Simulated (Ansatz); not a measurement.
The starting structures come from a database of crystals and need not be the phases stable at ambient conditions.

 Where the default PAW files enter, the runs use the earlier of Ansatz's two default sets.

## Evanescent states of BaS (Fm-3m, rock salt, not sure to be the ambient phase, 2 atoms a cell, 33.6 Å³ an atom) along the normal of (110)

All values below come from r2SCAN (plane waves, PAW; Ansatz, an electronic-structure program).

The gap is the functional's own. No spin-orbit coupling. Mid-gap values are interpolated on the energy grid.

Energies count from the valence-band top; κ is the least over a 8×6 mesh across the current.

```
E (eV)  κ (1/Å)  where
------  -------  -----
0.07      0.076      Γ
0.20      0.128      Γ
0.33      0.160      Γ
0.46      0.184      Γ
0.58      0.203      Γ
0.71      0.218      Γ
0.84      0.231      Γ
0.97      0.241      Γ
1.10      0.249      Γ
1.24      0.256      Γ
1.36      0.261      Γ
1.50      0.256      Γ
1.62      0.249      Γ
1.75      0.239      Γ
1.89      0.226      Γ
2.02      0.209      Γ
2.15      0.189      Γ
2.27      0.162      Γ
2.40      0.127      Γ
2.54      0.073      Γ
```

How thick must the barrier be to attenuate the transmission by 10^4 when the electrodes' Fermi level lies at 0.97 eV, and what attenuation does that film give at 0.33 eV?

d = 4 ln 10 / (2 × 0.241) = 19.1 Å. At 0.33 eV it gives 4 × 0.160/0.241 = 2.7 decades.
